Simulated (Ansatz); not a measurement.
Start from GaP in the zinc blende structure (space group F-43m, No. 216; a = 5.451 Å). Axes: x, y, z lie along the cube axes.

Computed with r2SCAN/PAW in Ansatz (a quantum-chemistry and plane-wave program), without spin-orbit coupling.

Strains are applied to the cell and any free atomic positions relax.

One change was made to it. Results:

```json
[
 {"quantity": "shortest interatomic distance", "base": "236.0 pm", "after": "236.8 pm"},
 {"quantity": "smallest direct gap", "base": "2.36 eV", "after": "2.25 eV"},
 {"quantity": "valence-band top at Γ (three highest levels, from the VBM)", "base": "0.00, 0.00, 0.00 eV", "after": "0.00, 0.00, -0.06 eV"},
 {"quantity": "energy relative to the base (free energy F)", "base": "0 meV/atom", "after": "+0.9 meV/atom"},
 {"quantity": "band gap", "base": "1.85 eV", "after": "1.81 eV"}
]
```

Problem. Which of these changes matches the shifts?
A. uniaxial strain ε_zz = +1.50 %
B. uniaxial strain ε_zz = +1.00 %
C. uniaxial strain ε_zz = +2.00 %

Solution. B, uniaxial strain ε_zz = +1.00 %. For comparison, the valence-band top at Γ in the other runs: uniaxial strain ε_zz = +1.50 % gives 0.00, 0.00, -0.09 eV; uniaxial strain ε_zz = +2.00 % gives 0.00, 0.00, -0.12 eV.

Whether these cells are dynamically stable was not tested.
